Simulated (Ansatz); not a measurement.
SiC: Si vacancy, symmetric start

The reference is an 8-atom supercell of SiC in the wurtzite structure (space group P6_3mc, No. 186; a = 3.076 Å, c = 5.048 Å) at its relaxed geometry.

One thing is altered: one Si atom is removed, atoms relaxed at fixed cell.

All numbers come from PBEsol in Ansatz (plane waves to 420 eV, PAW, no spin-orbit coupling). Settings: 5×8×5 k-points, 0.01 eV Fermi–Dirac smearing.

The pressure goes from zero to 5.5 GPa and the energy gained by relaxation amounts to 0.61 eV. The mean distance from the defect site to its nearest host atoms rises by 0.48 bohr, from 3.57 bohr to 4.05 bohr.

Cost of the whole job for the changed cell (relaxation, final SCF and bands): roughly 4 core-minutes.

Other magnetic orders, which the real material may have, were not ruled out. The cell is small, so the values are those of an ordered compound at a high defect concentration; dilute-limit values will differ. A case with no gap was solved on a k-mesh chosen for an insulator, which is coarse for it. The defect started on the symmetric site and kept its symmetry, so it may sit on a saddle. Seeded moments were not kept for Si vacancy. The defect cell is spin-polarised and ends with 0.1 μB.

Ansatz is a program for electronic structure.
